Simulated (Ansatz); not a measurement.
**Ti, response to strain**

Consider Ti in the hcp (Mg type) structure (space group P6_3/mmc, No. 194; relaxed with 0.1 eV smearing).

```yaml
crystal:
  lattice:
    - [2.93639, 0.00000, 0.00000]
    - [-1.46820, 2.54299, 0.00000]
    - [0.00000, 0.00000, 4.64022]
  atoms:
    - { symbol: Ti, position: [0.66667, 0.33333, 0.75000] }
    - { symbol: Ti, position: [0.33333, 0.66667, 0.25000] }
```

Cartesian axes are those of the cell as printed.

Strains are applied to the cell and any free atomic positions relax.

Computed with r2SCAN in Ansatz (plane waves to 500 eV, PAW, without spin-orbit coupling).

Notes on the quantities. energy relative to the base: free energy F.

```csv
uniaxial strain ε_zz (%),energy relative to the base (meV/atom)
-3,10.0
-2.5,6.9
-2,?
-1.5,2.4
-1,1.1
-0.5,0.3
0,0.0
```

Task: Fit ΔE = Aε² + Bε³ (ε in %) to the rows shown and predict the withheld row.

Result: Least squares on the printed values gives A = 1.05 and B = -0.020 meV/atom (largest residual 0.0 meV/atom); this predicts 4.4 meV/atom, and the run gives 4.4 meV/atom, in agreement.

No phonon test of stability was made. The final runs are not spin-polarised.

Ansatz is a first-principles code.
